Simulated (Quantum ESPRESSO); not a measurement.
Worked example: self-consistent single point of ZrNbO4 (C2/c, 12 atoms in the cell) in Quantum ESPRESSO.

Method of the run: PBEsol-D3(BJ), GBRV 1.5 ultrasoft (PBESOL) pseudopotentials (plane waves; Quantum ESPRESSO).

```
CELL_PARAMETERS angstrom
      3.47726    -5.32184     0.00000
      3.47726     5.32184     0.00000
     -3.47181     0.00000     3.79409
ATOMIC_POSITIONS crystal
  Zr 0.36844 0.63156 0.75000
  Zr 0.63156 0.36844 0.25000
  Nb 0.89700 0.10300 0.75000
  Nb 0.10300 0.89700 0.25000
  O  0.70920 0.77018 0.25859
  O  0.29080 0.22982 0.74141
  O  0.22982 0.29080 0.24141
  O  0.77018 0.70920 0.75859
  O  0.04407 0.61673 0.35468
  O  0.95593 0.38327 0.64532
  O  0.38327 0.95593 0.14532
  O  0.61673 0.04407 0.85468
```
Moments meant for the start (each program seeds them in its own way; μB, in the order of the atoms Zr Zr Nb Nb O O O O O O O O): 0.0 0.0 1.0 1.0 0.0 0.0 0.0 0.0 0.0 0.0 0.0 0.0.

Reference input (self-consistent single point, DFT, PBEsol, plane waves, GBRV 1.5 ultrasoft (PBESOL) pseudopotentials): ecutwfc = 40 Ry; ecutrho = 320 Ry; occupations = smearing; smearing = methfessel-paxton; degauss = 0.0036749 Ry; nspin = 2; potentials = {Zr: zr_pbesol_v1.uspp.F.UPF, Nb: nb_pbesol_v1.uspp.F.UPF, O: o_pbesol_v1.2.uspp.F.UPF}; K_POINTS = automatic 4 4 5 0 0 0; conv_thr = 1e-11 Ry; mixing_beta = 0.3. This run's input differs from it in these lines:

```diff
@@ -19,2 +19,5 @@
    starting_magnetization(2) = 0.077,
+   vdw_corr = 'grimme-d3',
+   dftd3_version = 4,
+   dftd3_threebody = .false.,
 /
```

Output, abridged:

```
     Self-consistent Calculation

     iteration #  1     ecut=    40.00 Ry     beta= 0.30

     negative rho (up, down):  6.196E-02 6.202E-02

     total energy              =    -692.36128688 Ry
     estimated scf accuracy    <       5.80371924 Ry

     total magnetization       =     0.31 Bohr mag/cell
     absolute magnetization    =     0.40 Bohr mag/cell

     iteration #  2     ecut=    40.00 Ry     beta= 0.30

     negative rho (up, down):  6.290E-02 6.298E-02

     total energy              =    -693.49483212 Ry
     estimated scf accuracy    <       0.39074336 Ry

     total magnetization       =     1.68 Bohr mag/cell
   [... lines left out ...]
     atom   2 (R=0.140)  charge=  7.6903  magn=  0.0531
     atom   3 (R=0.129)  charge=  8.0446  magn=  0.4103
     atom   4 (R=0.129)  charge=  8.0446  magn=  0.4103
     atom   5 (R=0.129)  charge=  5.4702  magn=  0.0095
     atom   6 (R=0.129)  charge=  5.4702  magn=  0.0095
     atom   7 (R=0.129)  charge=  5.4702  magn=  0.0095
     atom   8 (R=0.129)  charge=  5.4702  magn=  0.0095
     atom   9 (R=0.129)  charge=  5.4765  magn=  0.0058
     atom  10 (R=0.129)  charge=  5.4765  magn=  0.0058
     atom  11 (R=0.129)  charge=  5.4765  magn=  0.0058
     atom  12 (R=0.129)  charge=  5.4765  magn=  0.0058
     End of self-consistent calculation

     the Fermi energy is    13.9235 ev

!    total energy              =    -693.56755266 Ry
     estimated scf accuracy    <          6.5E-12 Ry
     smearing contrib. (-TS)   =       0.00002493 Ry
     internal energy E=F+TS    =    -693.56757759 Ry

     DFT-D3 Dispersion         =      -0.20386174 Ry

     total magnetization       =     1.98 Bohr mag/cell
     absolute magnetization    =     2.08 Bohr mag/cell

     convergence has been achieved in  18 iterations

     negative rho (up, down):  6.504E-02 6.559E-02

     Forces acting on atoms (cartesian axes, Ry/au):

     atom    1 type  1   force =     0.00000000    0.00492377    0.00000000
     atom    2 type  1   force =     0.00000000   -0.00492377    0.00000000
   [... lines left out ...]
     Total force =     0.031908     Total SCF correction =     0.000003
   [... lines left out ...]

     negative rho (up, down):  6.504E-02 6.559E-02
          total   stress  (Ry/bohr**3)                   (kbar)     P=     -141.70
  -0.00100765   0.00000000   0.00003554         -148.23        0.00        5.23
   0.00000000  -0.00093421   0.00000000            0.00     -137.43        0.00
   0.00003554   0.00000000  -0.00094795            5.23        0.00     -139.45

   JOB DONE.
```

The run converged in 18 iterations. Against the reference run the pressure goes from -10.92 to -14.17 GPa, the largest force hardly changes (0.284 to 0.283 eV/Å) and the size of the net moment stays at 0.17 μB/atom.

The starting cell comes from a database of computed structures (which also holds hypothetical and non-ambient phases and stackings), without a prior relaxation at this level. Its lattice was rescaled by a random factor within 2.5 % of one. The magnetic order is the one reached from the typed start; others were not searched systematically. With a pressure of about -14 GPa the cell is away from its equilibrium volume at this level.

Cost on one core of a shared machine: roughly 10 min.
